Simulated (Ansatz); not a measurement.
Take K in the bcc (W type) structure (space group Im-3m, No. 229; a = 5.215 Å; relaxed with 0.1 eV smearing) as the base. Axes: x, y, z lie along the cube axes.

All numbers come from PBEsol (Ansatz, a program for electronic structure, PAW, scalar-relativistic without spin-orbit coupling).

Perturbation: uniaxial strain ε_zz = −0.50 %, all other strain components held at zero, atoms relaxed at fixed cell.

Q: What does the calculation give for the energy relative to the base after the change?

A: The energy is nearly the same.

Q: Predict the new stress.

A: The stress (xx, yy, zz, yz, xz, xy; compression positive) amounts to (0.0, 0.0, 0.0, 0.0, 0.0, 0.0) GPa.

Whether these cells are dynamically stable was not tested.
